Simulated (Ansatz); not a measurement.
Here is the system:

```yaml
crystal:
  lattice:
    - [8.05658, 0.00000, 0.00000]
    - [-4.02829, 6.97720, 0.00000]
    - [0.00000, 0.00000, 3.08464]
  atoms:
    - { symbol: Ge, position: [0.83057, 0.23716, 0.75000] }
    - { symbol: Ge, position: [0.16943, 0.76284, 0.25000] }
    - { symbol: Ge, position: [0.59340, 0.83057, 0.25000] }
    - { symbol: Ge, position: [0.40660, 0.16943, 0.75000] }
    - { symbol: Ge, position: [0.76284, 0.59340, 0.75000] }
    - { symbol: Ge, position: [0.23716, 0.40660, 0.25000] }
    - { symbol: N, position: [0.66667, 0.33333, 0.75000] }
    - { symbol: N, position: [0.33333, 0.66667, 0.25000] }
    - { symbol: N, position: [0.66963, 0.97421, 0.75000] }
    - { symbol: N, position: [0.33037, 0.02579, 0.25000] }
    - { symbol: N, position: [0.69542, 0.66963, 0.25000] }
    - { symbol: N, position: [0.30458, 0.33037, 0.75000] }
    - { symbol: N, position: [0.02579, 0.69542, 0.75000] }
    - { symbol: N, position: [0.97421, 0.30458, 0.25000] }
```

These are PBEsol, rigid bands (plane waves, PAW, scalar-relativistic; Ansatz, a first-principles code) values and carry that method's errors. How the cell was made: cell and atoms relaxed with PBEsol.

Problem. What conductivity effective mass do dilute electrons have at 300 K?

Solution. 0.28 (x), 0.28 (y), 0.23 (z) mₑ.

Problem. And the band gap?

Solution. 2.09 eV at this level; semilocal functionals usually fall short of the measured gap.

Rigid bands, one relaxation time for all states, no polarons. Spin-orbit coupling is left out; where it splits the top of the valence band it changes the hole mass and lowers the gap by about a third of the splitting.

Computed structure, not matched to a measured one here, so possibly hypothetical: Ge3N4 (P6_3/m).
